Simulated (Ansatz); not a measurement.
SnSiO3 (model structure, started from the tetragonal perovskite type, P4mm, No. 99, 5 atoms in the cell)

These are PBEsol (Ansatz, an electronic-structure program, PAW) values and carry that method's errors.

Settings: plane-wave cutoff 520 eV, 10×10×10 k mesh, Fermi–Dirac smearing 0.01 eV, scalar-relativistic PAW data made under PBE.

Cell (relaxed at this level):

```
SnO3Si
1.0
    3.46606     0.00000     0.00000
    0.00000     3.46606     0.00000
    0.00000     0.00000     4.68919
Si Sn O
1 1 3
Direct
  0.50000   0.50000   0.49033
  0.00000   0.00000   0.01495
  0.50000   0.50000   0.83812
  0.50000   0.00000   0.38130
  0.00000   0.50000   0.38130
```

For SnSiO3 (model structure, started from the tetragonal perovskite type, P4mm, No. 99, 5 atoms in the cell), the band gap is 0.70 eV. The smallest direct gap on the k points sampled comes out as 1.43 eV and the Γ–Γ gap is 3.71 eV.

Note: the relaxation could raise the start's symmetry but not lower it, so the cell can be a saddle point.

Spin–orbit coupling is not included.

Computed values are for the static lattice.

Cost on a shared machine: about 40 core-seconds (a rough figure).

A model structure was made by putting elements into a prototype or built by hand; it is no filed structure, need not be a known phase, and can be a saddle point held by its symmetry.
